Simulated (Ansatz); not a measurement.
Worked calculations on one periodic cell of amorphous Si30N44Ti3: Si30N44Ti3, 77 atoms, volume 901.7 Å³, made by a melt-quench on the CHGNet potential and relaxed with DFT. N atoms were pushed apart under 1.9 Å during the dynamics, to hinder bonds among them. It is a model cell: composition and starting density were chosen by hand, and all elements were melted together. Cycles of charging were run to anneal it. All values below come from PBE, scalar-relativistic without spin-orbit coupling (plane waves to 420 eV, PAW; Ansatz, a first-principles code). Sampling: a 2×2×2 Γ-centred mesh; Fermi-Dirac width 0.02 eV; no spin polarisation. Its volume was relaxed, its shape was free, and it stands at a mean pressure of 0.1 GPa with stress components up to 0.2 GPa; the relaxation ran on the zone centre alone. Its density went from a set 3.05 to 2.95 g/cm³. The cell is small and was quenched far faster than a real film, so it is one sample of the glass.

Task: Count formal charges (Si +4, N -3, Ti +4). What does the count lead one to expect at the Fermi level, and what does the calculation give?

Result: 30 × (+4) + 44 × (-3) + 3 × (+4) = 0. The charges balance, so the anion-derived valence states can be full and a gap can open. On this mesh the highest filled and lowest empty level lie 1.62 eV apart; localised defect or tail levels set that (at the zone centre the more localised edge state sits most on one Ti atom with neighbours N 1.91 Å, N 1.95 Å, N 2.08 Å, N 2.15 Å, N 2.21 Å), and the nearest spread-out levels lie 2.9 eV apart.

Four energies for an added electron at PBE on the zone centre alone (charged cells in a uniform background, spin-polarised): neutral at the neutral geometry -43531.177 eV; charged at the neutral geometry -43522.167 eV; charged and relaxed -43522.452 eV; neutral at the charged geometry -43530.874 eV.

Task: Find the two relaxation energies and their sum, the reorganisation energy.

Result: On charging: -43522.167 − (-43522.452) = 0.285 eV. On discharging: -43530.874 − (-43531.177) = 0.303 eV. The sum is 0.588 eV. The carrier's level spreads over 3 of the 77 atoms' worth, so it counts as localised, most on one Ti atom with neighbours N 1.91 Å, N 1.95 Å, N 2.08 Å, N 2.15 Å, N 2.21 Å (neutral geometry). The values are uncorrected: the image energy of a point charge in this cell, 2.84 × 14.40 / (2 × 9.7) = 2.1 eV before screening, is screened by electrons alone at the fixed geometry and by ions too after relaxing, and the carrier can be spread before it relaxes, so each term can be off by up to that value times 1/ε∞, some tenths of an eV. PBE's self-interaction favours spread-out carriers, so a hybrid can localise more.

Four energies for a hole at PBE on the zone centre alone (charged cells in a uniform background, spin-polarised): neutral at the neutral geometry -43531.177 eV; charged at the neutral geometry -43538.202 eV; charged and relaxed -43538.351 eV; neutral at the charged geometry -43530.902 eV.

Task: Find the two relaxation energies and their sum, the reorganisation energy.

Result: On charging: -43538.202 − (-43538.351) = 0.149 eV. On discharging: -43530.902 − (-43531.177) = 0.275 eV. The sum is 0.424 eV. The carrier's level spreads over 8 of the 77 atoms' worth, so it counts as partly localised, most on one N atom with neighbours Si 1.67 Å, Si 1.69 Å, Ti 1.97 Å (neutral geometry). The values are uncorrected: the image energy of a point charge in this cell, 2.84 × 14.40 / (2 × 9.7) = 2.1 eV before screening, is screened by electrons alone at the fixed geometry and by ions too after relaxing, and the carrier can be spread before it relaxes, so each term can be off by up to that value times 1/ε∞, some tenths of an eV. PBE's self-interaction favours spread-out carriers, so a hybrid can localise more.
